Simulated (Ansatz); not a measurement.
Terminations of the (111) surface of fcc Rh, measured from the surface 'clean 1x1'. Atoms come from or go to: Au: fcc Au, Cu: fcc Cu, I: ½ I2(g), Mn: fcc-type Mn, layered antiferromagnet, Pd: fcc Pd, Re: hcp Re, Rh: fcc Rh, Sb: rhombohedral Sb, Y: hcp Y, Zn: hcp Zn. ΔE is the energy of forming the row's surface from that one (negative: more stable at these reservoirs); the vacuum level's shift is aligned on the shared bottom. No zero-point or thermal terms. These are constructed structures in small cells; real faces may alloy, dewet or reconstruct in larger ones, and not all known structures of the face are among them. Slabs of about 11 Å, Fermi-Dirac smearing of 0.1 eV. Bottom of the slabs: a bare face, its two planes held. Relaxed from the named starts with such symmetry as they have, on meshes of like density; energies extrapolated to zero smearing; spin only where a row says so; no spin-orbit coupling, no U. Brackets mark spin-polarised runs, whose order is one that fits the cell. A dash marks a value that is undefined for that row (no clear gap, or no work function of a gapped slab) or was not read reliably on its mesh.

All values below come from PBE (plane waves to 420 eV, PAW; Ansatz, an electronic-structure program).

```tsv
surface	atoms added per 1x1	ΔE per 1x1 (eV)	shift of the vacuum level (eV)	work function (eV)
p(2x2), one Rh adatom	+0.25 Rh	0.39	-1.18	3.97
a layer of Pd in place of the second plane	+1 Pd, -1 Rh	0.22	0.16	5.31
a layer of Zn in place of the second plane	-1 Rh, +1 Zn	-0.57	0.13	5.28
(√3x√3)R30° layer of Y, one a cell, on the site that continues the host's stacking (3 Rh–Y bonds formed)	+0.333 Y	-0.58	-2.54	2.61
a pseudomorphic layer of Re in the other hollow	+1 Re	0.22	0.30	5.45
a layer of Cu in place of the second plane	+1 Cu, -1 Rh	0.14	0.23	5.37
a layer of Au in place of the second plane	+1 Au, -1 Rh	0.58	0.28	5.42
(√3x√3)R30° layer of I, one a cell, on the site that continues the host's stacking	+0.333 I	[?]	-0.94	4.21
a layer of Mn in place of the third plane [spin, 1.5 μB a cell]	+1 Mn, -1 Rh	[?]	0.03	5.20
a layer of Mn in place of the second plane [spin, 2.4 μB a cell]	+1 Mn, -1 Rh	-0.29	-0.29	4.84
(√3x√3)R30° surface alloy, Sb on one Rh site of the top plane	-0.333 Rh, +0.333 Sb	-0.63	-0.60	4.55
a pseudomorphic layer of Pd in the other hollow	+1 Pd	-0.22	-0.02	5.13
```

Question: Fill in the missing entries.

Answer: 
- (√3x√3)R30° layer of I, one a cell, on the site that continues the host's stacking, ΔE per 1x1 (eV): -0.64
- a layer of Mn in place of the third plane [spin, 1.5 μB a cell], ΔE per 1x1 (eV): -0.01
